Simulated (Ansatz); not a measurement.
The parent structure is TiO₂ in the anatase structure (space group I4_1/amd, No. 141).

```yaml
crystal:
  lattice:
    - [-1.88893, 1.88893, 4.79189]
    - [1.88893, -1.88893, 4.79189]
    - [1.88893, 1.88893, -4.79189]
  atoms:
    - { symbol: Ti, position: [0.50000, 0.50000, 0.00000] }
    - { symbol: Ti, position: [0.25000, 0.75000, 0.50000] }
    - { symbol: O, position: [0.29273, 0.29273, 0.00000] }
    - { symbol: O, position: [0.04273, 0.54273, 0.50000] }
    - { symbol: O, position: [0.45727, 0.95727, 0.50000] }
    - { symbol: O, position: [0.70727, 0.70727, 0.00000] }
```

Cartesian axes are those of the cell as printed.

Computed with r2SCAN (Ansatz, a quantum-chemistry and plane-wave program; PAW; 500 eV plane waves; no spin-orbit coupling).

Before the change:

The smallest direct gap comes out as 2.87 eV. The band gap comes out as 2.53 eV. The pressure is 0.0 kbar.

It is then changed as follows: compressive biaxial strain of 4.23 % in the plane normal to [001], as in epitaxy on a mismatched substrate; the out-of-plane cell vector and the atoms relax.

Q: Predict the new smallest direct gap.

A: The smallest direct gap increases by 0.40 eV to 3.27 eV.

Q: What does the calculation give for the band gap after the change?

A: The band gap rises by 0.45 eV (2.53 eV → 2.98 eV).

Q: What does the calculation give for the pressure after the change?

A: The pressure (mean of the normal stresses, compression positive) goes from zero to 81.2 kbar.

Whether these cells are dynamically stable was not tested. The final runs are not spin-polarised.
